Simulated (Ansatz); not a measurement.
**Several settings converged on LaGa (Cm, 4 atoms in the cell)**

```xyz
4
Lattice="2.3065 -5.7504 0.0000 2.3065 5.7504 0.0000 0.0000 0.0000 4.2785" Properties=species:S:1:pos:R:3 pbc="T T T"
La     2.3065    -4.1456     1.1196
La     2.3065     4.1456     3.2089
Ga     2.3065    -0.7731     1.0696
Ga     2.3065     0.7731     3.2089
```

Base method: LDA (PW92), default PAW files made with PBE (plane waves; Ansatz, a quantum-chemistry and plane-wave program).

Base settings: basis.ecutwfc = 420 eV; kpoints.mp_grid.grid = 6 6 6; hamiltonian.xc = lda; hamiltonian.pseudopotentials = {kind: paw} (the program's default PAW files); scf.occupations.method = gaussian; scf.occupations.width = 0.1 eV.

The count of work is k-points × plane waves × bands × iterations; it is no time. Core times come from one kind of shared machine, to one figure; runs under 30 s give none.

**The k-point mesh**

The second cell is the first with its lattice scaled by 0.98.

Only quantities that move along the ladder and can be compared are tabulated.

```tsv
kpoints.mp_grid.grid	free energy less the last step's (meV/atom)	energy of the compressed cell less the first (meV/atom)	pressure (GPa)	largest difference of a force vector from the last step's (eV/Å)	count of work / last	core time / last (rough)
2 2 2	-77.07	-56.93	-6.71	0.085	0.014	–
3 3 3	36.65	-32.70	-4.49	0.125	0.024	–
4 4 4	8.69	-34.61	-4.71	0.062	0.050	–
6 6 6	0.90	-34.96	-4.73	0.008	0.16	–
7 7 7	1.40	-35.03	-4.74	0.010	0.24	0.2
9 9 9	0.15	-34.95	-4.73	0.005	0.49	0.4
11 11 11	0.12	-34.97	-4.73	0.004	0.88	0.7
12 12 12	0.00	-34.87	-4.72	0.000	1.0	1
```

Coarsest kpoints.mp_grid.grid that holds the forces within 0.02 eV/Å of the last step, with all finer ones: 6 6 6, at 0.16 of the last step's count of work; the step before is off by 0.062 eV/Å.

Coarsest kpoints.mp_grid.grid that holds the energy of the compressed cell less the first within 0.2 meV/atom of the last step, with all finer ones: 6 6 6, at 0.16 of the last step's count of work; the step before is off by 0.26 meV/atom.

Coarsest kpoints.mp_grid.grid that holds the free energy within 5 meV/atom of the last step, with all finer ones: 6 6 6, at 0.16 of the last step's count of work; the step before is off by 8.7 meV/atom.

The energy difference between the two cells stays within 1 meV/atom of the last step's from 4 4 4 on, the total only from 9 9 9 on: much of the error is common to both cells and cancels.

**The k-point mesh at a smearing width of 0.02 eV**

In this ladder: scf.occupations.width = 0.02 eV.

Only quantities that move along the ladder and can be compared are tabulated.

```csv
kpoints.mp_grid.grid,free energy less the last step's (meV/atom),pressure (GPa),largest difference of a force vector from the last step's (eV/Å),count of work / last,core time / last (rough)
3 3 3,38.60,-4.59,0.153,0.021,–
4 4 4,9.00,-4.72,0.067,0.044,–
5 5 5,-0.31,-4.86,0.028,0.082,–
7 7 7,1.84,-4.73,0.016,0.18,0.2
10 10 10,0.61,-4.75,0.017,0.59,0.6
12 12 12,0.00,-4.72,0.000,1.0,1
```

Coarsest kpoints.mp_grid.grid that holds the forces within 0.02 eV/Å: not settled: the last two steps still differ by 0.017 eV/Å, over half the tolerance, so the ladder does not show it.

Coarsest kpoints.mp_grid.grid that holds the free energy within 2 meV/atom of the last step, with all finer ones: 5 5 5, at 0.082 of the last step's count of work; the step before is off by 9.0 meV/atom.

Coarsest kpoints.mp_grid.grid that holds the pressure within 0.1 GPa of the last step, with all finer ones: 7 7 7, at 0.18 of the last step's count of work and about 0.2 of the last step's time; the step before is off by 0.14 GPa.

**The k-point mesh at a smearing width of 0.3 eV**

In this ladder: scf.occupations.width = 0.3 eV.

Only quantities that move along the ladder and can be compared are tabulated.

```csv
kpoints.mp_grid.grid,free energy less the last step's (meV/atom),pressure (GPa),largest difference of a force vector from the last step's (eV/Å),count of work / last
3 3 3,30.63,-4.39,0.084,0.021
5 5 5,0.36,-4.67,0.013,0.082
7 7 7,0.69,-4.62,0.006,0.21
12 12 12,0.00,-4.61,0.000,1.0
```

Coarsest kpoints.mp_grid.grid that holds the free energy within 2 meV/atom of the last step, with all finer ones: 5 5 5, at 0.082 of the last step's count of work; the step before is off by 31 meV/atom.

Coarsest kpoints.mp_grid.grid that holds the pressure within 0.1 GPa of the last step, with all finer ones: 5 5 5, at 0.082 of the last step's count of work; the step before is off by 0.23 GPa.

On the base run: the starting cell comes from a database of computed structures (which also holds hypothetical and non-ambient phases and stackings), without a prior relaxation at this level. Its lattice was rescaled by up to half a per cent. One atom was moved a little off its site on purpose. In the base run, with a pressure of about -5 GPa the cell is away from its equilibrium volume at this level. Ansatz's pressure includes its estimate of the finite-basis (Pulay) stress.

Keys are those of Ansatz 0.2.
